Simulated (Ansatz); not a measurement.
## Mo in the bcc (W type) structure (space group Im-3m, No. 229)

Space group Im-3m (No. 229); a = b = c = 3.1297 Å, α = β = γ = 90.00°

```
atom  site  symmetry       x       y       z
----  ----  --------  ------  ------  ------
Mo      2a      m-3m  0.0000  0.0000  0.0000
```
(The calculation used a cell of 1 atom; values per cell refer to that cell.)

All numbers come from Kohn–Sham DFT with the PBEsol functional, run in Ansatz (an electronic-structure program) with PAW and 420 eV plane waves, no SOC, earlier PAW set. Γ-centred 21×21×21 mesh, Fermi–Dirac width 0.05 eV.

```yaml
volume_per_atom: 15.33 Å³
density: 10.39 g/cm³
band_gap: zero
total_energy: -4897.501 eV/atom (σ→0; compares only within this code and set-up)
```

Whether these cells are dynamically stable was not tested. All final runs are without spin polarisation.
